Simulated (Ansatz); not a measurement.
MgGaNO (model structure, started from the AlSiCN type, P3m1, No. 156, 4 atoms in the cell), treated with HSE06+SOC (plane waves, PAW; Ansatz, a quantum-chemistry and plane-wave program).

The run printed, among other lines:

```
WARN output.stress: scf.exx.energy_threshold = 1e-6 eV is looser than the 4e-8 eV advised for a stress under a hybrid functional (1e-8 eV for each atom of the …
Crystal: 4 atoms, lattice volume = 46.803 Å³
Basis set: ecut = 460 eV, 1087 PW (Γ), exchange–correlation on 48×48×80 points (8 copies of the dense FFT grid, shifted against one another)
Bands: 42, of which v1, the nominal top of the filled ones, is band 34 counted from 1 (33 counted from 0)
Symmetry: 6 space group operations + 6 with time reversal
k-points: 62 of 486 (time reversal used)
Initial density: superposition of atomic densities (chi_scale 0.1, normalization cell, long waves kept (reshape's long-wave potential 0.09 eV rms))
Crystal: 4 atoms, lattice volume = 46.803 Å³
Initial density: handed on by an earlier stage of this run
Crystal: 4 atoms, lattice volume = 46.803 Å³
SCF 3 converged in 6 iterations: F = -6661.762171 eV  dr2 = 1.40e-10
Free energy (F): -6661.762171 eV
Internal energy: -6661.762171 eV  (E = F + TS)
E sigma→0 (E₀):  -6661.762171 eV
Fermi energy:    8.568182 eV
--- Forces (eV/Å), atoms counted from 1 ---
  atom   1  Ga     0.00000000     0.00000000    -0.01602379
  atom   2  Mg    -0.00000000    -0.00000000     0.00168404
  atom   3  O      0.00000000    -0.00000000     0.02412482
  atom   4  N      0.00000000    -0.00000000    -0.00966101
--- Stress (GPa, compression-positive) ---
       -0.614800       0.000000      -0.000000
       -0.000000      -0.614800       0.000000
       -0.000000       0.000000      -0.623953
  P = ⅓ Tr σ = -0.6179 GPa (-6.179 kbar)
```

Question: Write an input file that could have produced this run (the log leaves some choices open).

Answer: Several could match; the one computed here: 
Ansatz 0.2 input:
```yaml
crystal:
  lattice:
    - [3.235211829, 0.0, 0.0]
    - [-1.6176059145, 2.8017756305, 0.0]
    - [0.0, 0.0, 5.1634644666]
  atoms:
    - { symbol: Ga, position: [0.3333333333, 0.6666666667, 0.5067961269] }
    - { symbol: Mg, position: [0.6666666667, 0.3333333333, 1.0092971797] }
    - { symbol: O, position: [0.3333333333, 0.6666666667, 0.1287373637] }
    - { symbol: N, position: [0.6666666667, 0.3333333333, 0.6051593298] }
basis:
  ecutwfc: 460
  ecutrho_ratio: 4
  xc_grid: 2
kpoints:
  mp_grid: { grid: [9, 9, 6] }
hamiltonian:
  xc: hse06
  dispersion: none
  pseudopotentials: { kind: paw }
scf:
  occupations: { method: fermi_dirac, width: 0.01 }
  convergence: { dr2_threshold: 0.0000000004 }
output:
  forces: true
  stress: true
  eigenvalues: true
magnetization:
  noncollinear: true
  spin_orbit: true
```

The PAW data were made under PBE.

Note: the relaxation could raise the start's symmetry but not lower it, so the cell can be a saddle point. Note: cell and atoms aren't relaxed at this level (largest force component 0.02 eV/Å, pressure -0.6 GPa).

A model structure was made by putting elements into a prototype or built by hand; it is no filed structure, need not be a known phase, and can be a saddle point held by its symmetry.
